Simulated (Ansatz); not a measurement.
# A constructed model of the (111)A surface of 3C silicon carbide, Si-terminated, (√3x√3)R30° Si adatom at T4 (bottom of the slab: 3 H on 3 bottom sites)

The numbers are results of PBE (plane waves to 420 eV, PAW; Ansatz, an electronic-structure program), not measurements.

Slab: 28 atoms, 10.8 Å thick at the start with caps and adatoms (thin: gaps and levels are the slab's own); k 6x6x1, smearing 0.025 eV, dipole-corrected; 6 atoms held, the rest relaxed; symmetry of the start imposed; spin-polarised, ending with about 1.0 μB a cell; orders that need a larger cell were not tried, no spin-orbit, no U. In PBE it is, or lies within 0.01 eV a 1x1 cell of, the lowest of the 2 structures of its composition computed so far; subsurface sites and larger cells were not tried.

The gap of the slab on its k-mesh comes out as 0.41 eV. The highest filled level below the top vacuum level comes out as 4.67 eV and the energy released by relaxation comes out as 0.68 eV. The magnetic moment of the cell is 1.00 μB and the cost is very roughly 5 core-minutes.
